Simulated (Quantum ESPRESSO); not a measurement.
## Pressure against volume in Cu3Au-type Al3Sc (space group 221) (Quantum ESPRESSO, PBEsol)

```
CELL_PARAMETERS angstrom
      3.98096     0.00000     0.00000
      0.00000     3.98096     0.00000
      0.00000     0.00000     3.98096
ATOMIC_POSITIONS crystal
  Sc 0.00000 0.00000 0.00000
  Al 0.00000 0.50000 0.50000
  Al 0.50000 0.00000 0.50000
  Al 0.50000 0.50000 0.00000
```

Method of the run: PBEsol, GBRV 1.5 ultrasoft (PBESOL) pseudopotentials (plane waves; Quantum ESPRESSO 7.5). Settings: ecutwfc = 65 Ry; ecutrho = 520 Ry; occupations = smearing; smearing = fd; degauss = 0.0036749 Ry; potentials = {Sc: sc_pbesol_v1.uspp.F.UPF, Al: al_pbesol_v1.uspp.F.UPF}; K_POINTS = automatic 14 14 14 0 0 0; conv_thr = 1e-10 Ry; mixing_beta = 0.4. The cell above is the first row's. The rows scale it uniformly. In all rows fractional positions and the k mesh are held.

```csv
V (Å^3/atom),P (GPa)
15.773,6.87
16.115,4.42
16.458,2.21
16.801,0.22
17.144,-1.58
17.487,-3.20
17.830,-4.66
18.173,-5.96
18.516,?
```

Task: Fit P against V with a cubic, and predict the withheld value at V = 18.516.

Result: With u = V - 17.0, the rows have u = -1.2270, -0.8850, -0.5420, -0.1990, 0.1440, 0.4870, 0.8300, 1.1730. Least squares gives P = -0.851 - 5.1950·u + 0.8009·u² - 0.0746·u³. Residuals (row less fit): 0.003, -0.006, -0.002, 0.005, 0.003, 0.000, -0.006, 0.003; standard error 0.006 (degrees of freedom: 4). The fitted pressure is zero at V0 = 16.84, where dP/dV = -5.457, so B0 = -V0·dP/dV = 91.9 GPa. At the withheld row, u = 1.5160, so P = -0.851 - 5.1950 × 1.5160 + 0.8009 × 1.5160² - 0.0746 × 1.5160³ = -7.146 GPa. The calculation gives -7.14 GPa, 0.006 GPa above the prediction (under 0.05 % of the range of P in the table). The row lies outside the fitted rows, so this is an extrapolation. From the scatter of the fitted rows alone, a prediction at this place has a standard error of 0.015 GPa, so the miss is 0.4 times that.

Carrying the step between the two nearest rows on in a straight line would have given -7.26, off by 0.12; series whose last step already gives the withheld value aren't shown. The scan was laid around a cell of about the measured size, scaled by a guess for this functional. The runs keep the symmetry of the cell, so they don't test it for distortions. Cutoffs and mesh are single choices, not tested for convergence of this quantity. Series with a scatter that would blur these digits, or in which a gap closes, are not shown.
